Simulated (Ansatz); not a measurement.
Band structure of Al₃Sc (Pm-3m, 4 atoms in the cell).

```
Al3Sc
1.0
    4.07827     0.00000     0.00000
    0.00000     4.07827     0.00000
    0.00000     0.00000     4.07827
Sc Al
1 3
Direct
  0.00000   0.00000   0.00000
  0.00000   0.50000   0.50000
  0.50000   0.00000   0.50000
  0.50000   0.50000   0.00000
```

Computed with PBE, PAW files (plane waves; Ansatz, a quantum-chemistry and plane-wave program).

Settings: basis.ecutwfc = 420 eV; kpoints.mp_grid.grid = 8 8 8; hamiltonian.xc = pbe; hamiltonian.pseudopotentials = {kind: paw} (an earlier, softer set of the program's PAW files); scf.occupations.method = gaussian; scf.occupations.width = 0.272 eV; kpoints.band_path.npoints = 8.

The starting cell has typed, rounded lattice constants, without a prior relaxation at this level. Its lattice was rescaled by a random factor within 2.5 % of one.

Levels in eV from the Fermi level, bands 7 to 13:
```csv
point,7,8,9,10,11,12,13
Γ,-2.64,-1.83,-1.83,-1.83,1.24,1.29,1.29
X,-1.74,-1.74,-1.50,0.89,0.99,0.99,1.33
M,-5.66,-4.39,-0.56,-0.56,1.18,1.37,2.08
R,-4.82,-4.51,-2.98,-2.98,-2.98,0.95,2.62
```

Bands cross the Fermi level along this path, so the cell is metallic at this level.

Keys are those of Ansatz 0.2.
